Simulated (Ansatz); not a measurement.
# Nb, response to strain

Start from Nb in the bcc (W type) structure (space group Im-3m, No. 229; a = 3.273 Å; relaxed with 0.1 eV smearing).

Strains are applied to the cell and any free atomic positions relax.

Method: PBEsol/PAW in Ansatz (a first-principles code), spin-orbit coupling left out.

Candidates:
(a) isotropic strain −0.50 %
(b) isotropic strain +2.00 %
(c) isotropic strain +3.00 %
(d) isotropic strain −2.50 %
(e) isotropic strain +1.50 %

Notes on the quantities. energy relative to the base: free energy F.

**Question.** Order them by energy relative to the base, lowest first.

**Answer.** (a) isotropic strain −0.50 % (+2.3 meV/atom), (e) isotropic strain +1.50 % (+19 meV/atom), (b) isotropic strain +2.00 % (+34 meV/atom), (d) isotropic strain −2.50 % (+59 meV/atom), (c) isotropic strain +3.00 % (+74 meV/atom)

Whether these cells are dynamically stable was not tested. The final runs are not spin-polarised.
